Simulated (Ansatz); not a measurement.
The starting structures come from a database of crystals and need not be the phases stable at ambient conditions.

 Where the default PAW files enter, the runs use the earlier of Ansatz's two default sets.

Given:

```
O2Si
1.0
    4.93078     0.00000     0.00000
    2.37805     4.40403     0.00000
    0.00000     0.00000     8.17971
Si O
4 8
Direct
  0.41854   0.34949   0.93778
  0.58146   0.65051   0.43778
  0.25425   0.30622   0.56366
  0.74575   0.69378   0.06366
  0.54882   0.59022   0.94627
  0.45118   0.40978   0.44627
  0.34922   0.30944   0.75069
  0.65078   0.69056   0.25069
  0.89089   0.53410   0.54542
  0.10911   0.46590   0.04542
  0.32250   0.96944   0.51129
  0.67750   0.03056   0.01129
```

Space group of this cell: P2_1. The cell is taken as given.

These are r2SCAN (plane waves, PAW; Ansatz, a program for electronic structure) values and carry that method's errors.

The current runs along the normal of the first two printed vectors; no spin-orbit coupling. Scaled by the factor s: both lengths across the current (ions clamped). Meshes 8×8×4 and 8×8 across the current in all rows.

```tsv
s	mean pressure (GPa)	band gap (eV)
0.98	7.7	?
1.00	0.1	6.35
1.02	-6.1	6.12
```

**Question.** Take the slope of the band gap against ln s from the two given rows, extrapolate to s = 0.98, and say what the run there gives.

**Answer.** Slope = (6.12 − 6.35) / ln 1.02 = -11.6 eV. The line gives 6.35 + (-11.6) × ln 0.98 = 6.58 eV. The run gives 6.54 eV, 0.04 eV under the line, 19 % of the predicted step.
